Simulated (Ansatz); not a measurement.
# RbTlF3 (space group Fm-3m, No. 225; a cell from a computed database, its experimental status unchecked)

```yaml
crystal:
  lattice:
    - [0.00000, 4.72557, 4.72557]
    - [4.72557, 0.00000, 4.72557]
    - [4.72557, 4.72557, 0.00000]
  atoms:
    - { symbol: Rb, position: [0.75000, 0.75000, 0.75000] }
    - { symbol: Rb, position: [0.25000, 0.25000, 0.25000] }
    - { symbol: Tl, position: [0.50000, 0.50000, 0.50000] }
    - { symbol: Tl, position: [0.00000, 0.00000, 0.00000] }
    - { symbol: F, position: [0.76983, 0.23017, 0.23017] }
    - { symbol: F, position: [0.23017, 0.76983, 0.76983] }
    - { symbol: F, position: [0.23017, 0.76983, 0.23017] }
    - { symbol: F, position: [0.76983, 0.23017, 0.76983] }
    - { symbol: F, position: [0.23017, 0.23017, 0.76983] }
    - { symbol: F, position: [0.76983, 0.76983, 0.23017] }
```

All numbers come from PBEsol (Ansatz, an electronic-structure program, PAW, no SOC). Settings: 6×6×6 k-points, 0.05 eV Fermi–Dirac smearing.

| Quantity | Result |
|---|---|
| Volume per atom | 21.11 Å³ |
| Density | 5.46 g/cm³ |
| Band gap | 1.77 eV, indirect, X → L |
| Electron mass | 0.31 mₑ along k, 0.74 mₑ across |
| Lowest conduction-band minima above the VBM | L along ⟨111⟩ 1.77 eV; a point along ⟨110⟩, about 0.6 Å⁻¹ from Γ 2.11 eV; a point along ⟨100⟩, about 0.4 Å⁻¹ from Γ 2.54 eV |
| Total energy | -3383.302 eV/atom (σ→0; compares only within this code and set-up) |

With Tl present, leaving out spin-orbit coupling can change the band edges. Masses are band curvatures over ±0.01 Å⁻¹ around the edge. Along k means along the line from Γ to the band edge. No phonon test of stability was made.
